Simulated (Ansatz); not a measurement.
# NbP (space group I4_1md, No. 109)

```
NbP
1.0
   -1.66024     1.66024     5.64375
    1.66024    -1.66024     5.64375
    1.66024     1.66024    -5.64375
Nb P
2 2
Direct
  0.99913   0.99913   0.00000
  0.74913   0.24913   0.50000
  0.41687   0.41687   0.00000
  0.16687   0.66687   0.50000
```

All numbers come from Ansatz (an electronic-structure program), PBEsol, PAW, cutoff 420 eV, scalar-relativistic without spin-orbit coupling. Settings: 20×20×20 k-points, 0.05 eV Fermi–Dirac smearing.

```json
{
 "volume_per_atom": "15.56 Å³",
 "density": "6.61 g/cm³",
 "band_gap": "zero",
 "total_energy": "-2618.853 eV/atom (σ→0; compares only within this code and set-up)"
}
```

No phonon test of stability was made. All final runs are without spin polarisation. The zero or small gap of NbP can change with the level of theory.
